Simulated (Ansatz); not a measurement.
The starting structures come from a database of crystals and need not be the phases stable at ambient conditions.

 Where the default PAW files enter, the runs use the earlier of Ansatz's two default sets.

The decay constant κ of evanescent states in the gap governs leakage through a thin film.

Input:

```yaml
crystal:
  lattice:
    - [4.01170, 0.00000, 0.00000]
    - [-0.46994, 3.98408, 0.00000]
    - [1.60768, -1.42919, 2.87608]
  atoms:
    - { symbol: Li, position: [0.26069, 0.26069, 0.50000] }
    - { symbol: Li, position: [0.73931, 0.73931, 0.50000] }
    - { symbol: C, position: [0.13026, 0.86974, 0.86974] }
    - { symbol: C, position: [0.86974, 0.13026, 0.13026] }
```

Space group of this cell: Immm. The cell is taken as given.

Transport runs along the normal of the first two printed cell vectors.

The gap is the functional's own. No spin-orbit coupling. Mid-gap values are interpolated on the energy grid.

**Question.** State the band gap and the smallest decay constant κ at mid-gap according to Ansatz (an electronic-structure program) with PBEsol.

**Answer.** Gap 3.22 eV on a 10×10×10 mesh; κ = 0.445 1/Å, at the zone centre.
